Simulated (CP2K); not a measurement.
## CP2K run on ScAs (Pm-3m, 2 atoms in the cell): self-consistent single point

Method of the run: PBEsol, GPW, DZVP-MOLOPT-SR-GTH basis, GTH-PBE potentials (GTH_POTENTIALS) run with CP2K.

Input:

```
&GLOBAL
  PROJECT run
  RUN_TYPE ENERGY_FORCE
  PRINT_LEVEL LOW
&END GLOBAL
&FORCE_EVAL
  METHOD Quickstep
  STRESS_TENSOR ANALYTICAL
  &DFT
    BASIS_SET_FILE_NAME BASIS_MOLOPT
    POTENTIAL_FILE_NAME GTH_POTENTIALS
    &QS
      METHOD GPW
      EPS_DEFAULT 1E-10
    &END QS
    &MGRID
      CUTOFF 600
      REL_CUTOFF 60
      NGRIDS 5
    &END MGRID
    &SCF
      SCF_GUESS ATOMIC
      EPS_SCF 1E-6
      MAX_SCF 100
      ADDED_MOS 4
      &DIAGONALIZATION
        ALGORITHM STANDARD
      &END DIAGONALIZATION
      &MIXING
        METHOD BROYDEN_MIXING
        ALPHA 0.2
        NBUFFER 10
      &END MIXING
      &SMEAR ON
        METHOD GAUSSIAN
        SIGMA [eV] 0.272
      &END SMEAR
    &END SCF
    &KPOINTS
      SCHEME MONKHORST-PACK 9 9 9
    &END KPOINTS
    &XC
      &XC_FUNCTIONAL
        &PBE
          PARAMETRIZATION PBESOL
        &END PBE
      &END XC_FUNCTIONAL
    &END XC
    &PRINT
      &MO
        EIGENVALUES T
        OCCUPATION_NUMBERS T
        NDIGITS 8
        FILENAME mo
        &EACH
          QS_SCF 0
        &END EACH
        ADD_LAST NUMERIC
      &END MO
      &MULLIKEN OFF
      &END MULLIKEN
    &END PRINT
  &END DFT
  &SUBSYS
    &CELL
      A 3.39570000 0.00000000 0.00000000
      B 0.00000000 3.39570000 0.00000000
      C 0.00000000 0.00000000 3.39570000
      PERIODIC XYZ
    &END CELL
    &COORD
      SCALED
      Sc       0.00000000     0.00000000     0.00000000
      As       0.50000000     0.50000000     0.50000000
    &END COORD
    &KIND Sc
      BASIS_SET DZVP-MOLOPT-SR-GTH-q11
      POTENTIAL GTH-PBE-q11
    &END KIND
    &KIND As
      BASIS_SET DZVP-MOLOPT-SR-GTH-q5
      POTENTIAL GTH-PBE-q5
    &END KIND
  &END SUBSYS
  &PRINT
    &FORCES ON
    &END FORCES
    &STRESS_TENSOR ON
    &END STRESS_TENSOR
  &END PRINT
&END FORCE_EVAL
```

The program printed (abridged):

```
 GLOBAL| Method name                                                        CP2K
 GLOBAL| Project name                                                        run
 GLOBAL| Run type                                                   ENERGY_FORCE

 TOTAL NUMBERS AND MAXIMUM NUMBERS

  Total number of            - Atomic kinds:                                   2
                             - Atoms:                                          2
                             - Shell sets:                                     2
                             - Shells:                                        13
                             - Primitive Cartesian functions:                 10
                             - Cartesian basis functions:                     45
                             - Spherical basis functions:                     39

  Maximum angular momentum of- Orbital basis functions:                        3
                             - Local part of the GTH pseudopotential:          2
                             - Non-local part of the GTH pseudopotential:      4

 SCF PARAMETERS         Density guess:                                    ATOMIC
                        max_scf:                                             100
                        max_diis:                                              4
                        eps_scf:                                        1.00E-06
                        eps_diis:                                       1.00E-01
                        eps_eigval:                                     1.00E-05
                        level_shift [a.u.]:                             0.000000
                        added MOs                                         4    0
                        Mixing method:                            BROYDEN_MIXING
                                                charge density mixing in g-space
                        Smear method:                                   GAUSSIAN
                        Smearing width (sigma) [a.u.]:                  1.00E-02
                        Accuracy threshold:                             1.00E-10
                        No outer SCF

 Extrapolation method: initial_guess

 Number of electrons:                                                         16
 Number of occupied orbitals:                                                  8
 Number of molecular orbitals:                                                12

 Number of orbital functions:                                                 39
 Number of independent orbital functions:                                     39

 SCF WAVEFUNCTION OPTIMIZATION

  Step     Update method      Time    Convergence         Total energy    Change
     1 NoMix/Diag. 0.20E+00      -     1.81002113       -53.2907446103 -5.33E+01
     2 Broy./Diag. 0.20E+00      -     0.08674162       -53.4691947704 -1.78E-01
     3 Broy./Diag. 0.20E+00      -     0.04840960       -53.1453843251  3.24E-01
     4 Broy./Diag. 0.20E+00      -     0.01652614       -52.9621596419  1.83E-01
     5 Broy./Diag. 0.20E+00      -     0.01327888       -52.9770267908 -1.49E-02
     6 Broy./Diag. 0.20E+00      -     0.00157047       -52.9392772945  3.77E-02
     7 Broy./Diag. 0.20E+00      -     0.00036526       -52.9499319386 -1.07E-02
     8 Broy./Diag. 0.20E+00      -     0.00007660       -52.9510955944 -1.16E-03
     9 Broy./Diag. 0.20E+00      -     0.00001699       -52.9510943671  1.23E-06
    10 Broy./Diag. 0.20E+00      -     0.00000284       -52.9509528818  1.41E-04
    11 Broy./Diag. 0.20E+00      -     0.00000215       -52.9509628793 -1.00E-05
    12 Broy./Diag. 0.20E+00      -     0.00000014       -52.9509565392  6.34E-06

  *** SCF run converged in    12 steps ***

  Electronic density on regular grids:        -15.9999999999        0.0000000001
  Core density on regular grids:               15.9999999984       -0.0000000016
  Total charge density on r-space grids:       -0.0000000016
  Total charge density g-space grids:          -0.0000000016

  Overlap energy of the core charge distribution:               0.00000000000000
  Self energy of the core charge distribution:               -102.22061273344652
  Core Hamiltonian energy:                                     24.67718565718993
  Hartree energy:                                              32.27868136516491
  Exchange-correlation energy:                                 -7.68356575704604
  Smearing free energy correction:                             -0.00264506975662
  Fermi energy:                                                 0.31528391910070

  Total energy:                                               -52.95095653917167
  Total energy (extrapolated to sigma->0):                    -52.94963400429336

 ENERGY| Total FORCE_EVAL ( QS ) energy [hartree]            -52.950957085777652

 FORCES| Atomic forces [hartree/bohr]
 FORCES|   Atom     x               y               z               |f|
 FORCES|      1  3.00011789E-10  3.00007823E-10  2.99983180E-10   5.19616855E-10
 FORCES|      2  6.92017625E-12  6.92284488E-12  6.92127946E-12   1.19882747E-11
 FORCES| Sum     3.06931965E-10  3.06930668E-10  3.06904460E-10
 FORCES| Total atomic force                                       5.31605130E-10

 STRESS| Analytical stress tensor [bar]
 STRESS|                        x                   y                   z
 STRESS|      x       -2.93269607055E+04   1.26407249479E-04   1.26407531125E-04
 STRESS|      y        1.26407249479E-04  -2.93269607054E+04   1.26409001495E-04
 STRESS|      z        1.26407531125E-04   1.26409001495E-04  -2.93269607055E+04
 STRESS| 1/3 Trace                                            -2.93269607055E+04
```

The run converged in 12 iterations.

The starting cell comes from a database of computed structures (which also holds hypothetical and non-ambient phases and stackings), without a prior relaxation at this level. Values carry the incompleteness of an atom-centred basis. The potentials were made for another functional than the one used.

Cost on one core of a shared machine: roughly 50 s.
